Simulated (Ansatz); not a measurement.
Given:

End structure of the (332) surface of bcc W in its 1x1 cell, outermost plane spacing 0.68 Å in the ideal cut:

```xyz
16
Lattice="4.5033 0.0000 0.0000 0.0000 5.2805 0.0000 0.0000 0.0000 26.5000" Properties=species:S:1:pos:R:3 pbc="T T T"
W      2.2516     1.5281     8.4119
W      0.0000     2.8900     8.9640
W      2.2516     4.3510     9.5560
W      0.0000     0.4582    10.1092
W      2.2516     1.9309    10.8867
W      0.0000     3.3442    11.5403
W      2.2516     4.8056    12.2133
W      0.0000     0.9556    12.8774
W      2.2516     2.4047    13.6226
W      0.0000     3.8353    14.2867
W      2.2516     0.0161    14.9597
W      0.0000     1.4295    15.6133
W      2.2516     2.9021    16.3908
W      0.0000     4.2899    16.9440
W      2.2516     0.4704    17.5360
W      0.0000     1.8322    18.0881
```

Set-up: 16 atoms, 10.2 Å thick at the start (thin: gaps and levels are the slab's own); mesh 8x7x1; 0.1 eV smearing; dipole correction on; single point; on the structure that PBE left under its start's symmetry; no spin, no spin-orbit, no U.

**Question.** What surface energy (mean of both faces) does Ansatz (an electronic-structure program) with r2SCAN, at the PBE geometry give?

**Answer.** 3.86 J/m²

**Question.** Predict the work function of the top face from r2SCAN, at the PBE geometry.

**Answer.** 4.21 eV
